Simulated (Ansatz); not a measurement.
Base system: VBiO4 (space group I4_1/a, No. 88; a = 5.121 Å, c = 11.623 Å). Axes: x, y, z lie along a, b, c of the conventional cell.

Computed with Ansatz (a first-principles code) r2SCAN, scalar-relativistic without spin-orbit coupling, earlier PAW set.

Strains are applied to the cell and any free atomic positions relax.

One change was made to it. Results:

The energy grows by 7.7 meV/atom; the largest internal atomic displacement amounts to 0.105 Å; the pressure (mean of the normal stresses, compression positive) goes from zero to -3.24 GPa; the band gap grows by 0.09 eV (2.48 eV → 2.57 eV).

Which of these changes matches the shifts?
(A) uniaxial strain ε_xx = +3.53 %
(B) isotropic strain +1.48 %
(C) isotropic strain +5.16 %
(D) isotropic strain +5.34 %

A, uniaxial strain ε_xx = +3.53 %. For comparison, the energy relative to the base in the other runs: isotropic strain +5.34 % gives +119 meV/atom; isotropic strain +5.16 % gives +112 meV/atom; isotropic strain +1.48 % gives +10 meV/atom.

With Bi present, leaving out spin-orbit coupling can change the band edges. Whether these cells are dynamically stable was not tested. Starting moments died away, wholly or in part, for the base; another magnetic solution may exist. The final runs are not spin-polarised.
